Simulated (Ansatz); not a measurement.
Take Pt in the fcc (Cu type) structure (space group Fm-3m, No. 225) as the base.

```
CELL_PARAMETERS angstrom
      0.00000     1.95907     1.95907
      1.95907     0.00000     1.95907
      1.95907     1.95907     0.00000
ATOMIC_POSITIONS crystal
  Pt 0.00000 0.00000 0.00000
```

Calculations: PBEsol (Ansatz, a quantum-chemistry and plane-wave program), spin-orbit coupling left out, earlier PAW set.

Before the change:

| Property | Value |
|---|---|
| Volume per atom | 15.04 Å³ |

Now apply this change: Ir takes the place of Pt on all its sites; the structure is relaxed again.

Tabulated Pauling electronegativity and covalent radius: Pt 2.28, 1.36 Å; Ir 2.20, 1.41 Å.

### Question
Estimate the effect on the volume per atom.

### Answer
The volume per atom drops by 0.99 Å³ to 14.05 Å³.

No phonon test of stability was made. All final runs are without spin polarisation.
